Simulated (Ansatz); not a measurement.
Consider GeSe (space group P6_3mc, No. 186; a = 4.7103 Å, c = 5.6850 Å; a hypothetical phase, not in the database extracts checked).

Computed with PBEsol in Ansatz (plane waves to 420 eV, PAW, no spin-orbit coupling).

Before the change:

| Quantity | Result |
|---|---|
| Gap character | indirect, H → K–Γ (73 % along) |

The change: 0.109 electrons added to each cell, a density of 1.0×10^21 cm⁻³, with a uniform compensating background at fixed cell and a 300 K Fermi–Dirac width.

Problem. What does the calculation give for the gap character and Fermi level from band edge after the change?

Solution. The gap character is still indirect, H → K–Γ (73 % along); the Fermi level relative to the doped band's edge (positive inside the band; to 0.05 eV) is +0.10 eV.

Carriers are added with a uniform compensating background; total energy and stress of such cells depend on the potential's zero and are not compared; many-body gap narrowing is missing at this level. Stability against distortions was not tested.

Ansatz is a program for electronic structure.
